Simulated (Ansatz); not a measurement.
The reference is MoS2 in the fluorite structure (space group Fm-3m, No. 225; a = 5.845 Å; ferromagnetic; a hypothetical phase, not in the database extracts checked; relaxed with 0.1 eV smearing). Axes: x, y, z lie along the cube axes.

Perturbation: a pure shear with ε_yz = ε_zy = -0.0161, atoms relaxed at fixed cell.

Levels (all Ansatz, a first-principles code, PAW): PBEsol (420 eV, no SOC); r2SCAN (500 eV, no spin-orbit coupling).

The geometry is relaxed with PBEsol.

| Quantity | Result |
|---|---|
| PBEsol largest site moment | 1.07 μB |
| PBEsol magnetic state | ferromagnetic |
| PBEsol pressure | -0.1 GPa |

Task: What does r2SCAN give at this geometry for the largest site moment, magnetic state and pressure?

Result: The largest site moment goes up by 0.34 μB, from 1.07 μB to 1.41 μB; the magnetic state is still ferromagnetic; the pressure goes up by 8.6 GPa (-0.1 GPa → 8.5 GPa).

The magnetic state is the one reached from the starting moments; the real material's order can differ, and small cells can't hold many antiferromagnetic ones. Single points use the geometry relaxed with PBEsol. Their cutoffs differ, which shifts pressures a little. The cells carry an imposed strain or load. Whether these cells are dynamically stable was not tested.
